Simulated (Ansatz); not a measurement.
C (model structure, started from the Si type, Ia-3, No. 206, 8 atoms in the cell) was calculated with r²SCAN (Ansatz, a program for electronic structure, PAW).

Settings: plane-wave cutoff 560 eV, 14×14×14 k mesh, Fermi–Dirac smearing 0.05 eV, scalar-relativistic PAW data made under PBE.

Computed at the level's own relaxed cell.

```
C
1.0
   -2.23448     2.23448     2.23448
    2.23448    -2.23448     2.23448
    2.23448     2.23448    -2.23448
C
8
Direct
  0.18700   0.18700   0.18700
  0.50000   0.00000   0.31300
  0.31300   0.50000   0.00000
  0.00000   0.31300   0.50000
  0.81300   0.81300   0.81300
  0.50000   0.00000   0.68700
  0.68700   0.50000   0.00000
  0.00000   0.68700   0.50000
```

List the 22 lowest band energies at Γ above −25 eV (eV, relative to the valence band maximum), grouping those that round alike.

At Γ: -22.73, -13.30 (×3), -11.85, -10.40 (×3), -9.63 (×2), -6.90 (×3), -2.80, -2.06 (×2), 5.60 (×3), 8.88 (×3).

Note: the relaxation could raise the start's symmetry but not lower it, so the cell can be a saddle point.

A model structure was made by putting elements into a prototype or built by hand; it is no filed structure, need not be a known phase, and can be a saddle point held by its symmetry.
